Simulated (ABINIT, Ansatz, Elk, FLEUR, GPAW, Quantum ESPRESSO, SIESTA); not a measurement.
# One structure in several programs: MnS (Fm-3m, 2 atoms in the cell)

Self-consistent single point.

```xyz
2
Lattice="0.0000 2.4802 2.4802 2.4802 0.0000 2.4802 2.4802 2.4802 0.0000" Properties=species:S:1:pos:R:3 pbc="T T T"
S      0.0000     0.0000     0.0000
Mn     2.4802     2.4802     2.4802
```
Moments meant for the start (each program seeds them in its own way; μB, in the order of the atoms S Mn): 0.0 4.0.

Shared settings, as Ansatz (an electronic-structure program) writes them: kpoints.mp_grid.grid = 9 9 9; scf.occupations.method = gaussian; scf.occupations.width = 0.2 eV. Potentials and cutoffs stand in the table.

```tsv
code	model	pressure (GPa)	size of the net moment (μB/atom)	cutoff
GPAW	PBEsol, GPAW PAW datasets PBEsol (made by gpaw-setup)	-1.20	2.03	800 eV
ABINIT	PBEsol, norm-conserving pseudopotentials (PseudoDojo nc-sr-04 PBEsol standard)	-0.25	2.09	48 Ha
Quantum ESPRESSO	PBEsol, SSSP 1.1.2 efficiency (PBE) pseudopotentials	-1.23	2.06	50 Ry
Ansatz	PBEsol, PAW files made with PBE	-1.55	2.05	420 eV
FLEUR	PBEsol, all-electron FLAPW (FLEUR), scalar-relativistic valence	–	2.05	Kmax 4.6 1/bohr
SIESTA	GGA PBEsol, numerical atomic orbitals TZP, PseudoDojo PBEsol standard norm-conserving potentials (rewritten from UPF to PSML)	-0.21	2.10	grid 300 Ry
Elk	PBEsol, all-electron FP-LAPW, Elk's shipped species files, default APW+lo basis	–	2.03	rgkmax 7
```

A dash marks a value that a program does not give, or that is left out as unsure.

On Ansatz's run: with one magnetic atom in the cell only a parallel order is possible.

The spread over the programs that give each value: pressure within 1.34 GPa; size of the net moment within 0.07 μB/atom.

SIESTA uses small atom-centred bases, whose incompleteness enters pressures, forces and empty levels differently from a plane-wave cutoff. FLEUR and Elk treat all electrons, but the usual bases taken here (sphere radii, linearisation, local orbitals, empty states) were not tested for convergence, so the values are no reference for the others. Ansatz's pressure is given at a fixed set of plane waves, as the other plane-wave codes print theirs; with its correction for the finite basis it is -1.41 GPa. In the pressure, SIESTA (by 1.00) lies more than 1 GPa from the median of the plane-wave programs.

The starting cell was generated: these elements placed on a structure prototype, without a prior relaxation; it need not be a known phase or ordering of this composition. Its lattice was rescaled by a random factor within 2.5 % of one.

Keys are those of Ansatz 0.2.
